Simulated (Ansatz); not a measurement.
**LaAs in the CsCl type structure (space group Pm-3m, No. 221; a hypothetical phase, not in the database extracts checked)**

```
LaAs
1.0
    3.74428     0.00000     0.00000
    0.00000     3.74428     0.00000
    0.00000     0.00000     3.74428
La As
1 1
Direct
  0.00000   0.00000   0.00000
  0.50000   0.50000   0.50000
```

All numbers come from PBE (Ansatz, a quantum-chemistry and plane-wave program), no spin-orbit coupling. Settings: 12×12×12 k-points, 0.05 eV Fermi–Dirac smearing.

| Quantity | Value |
|---|---|
| Volume per atom | 26.25 Å³ |
| Density | 6.76 g/cm³ |
| Band gap | zero |
| Total energy | -5554.325 eV/atom (σ→0; compares only within this code and set-up) |

Stability against distortions was not tested. The final runs are not spin-polarised.
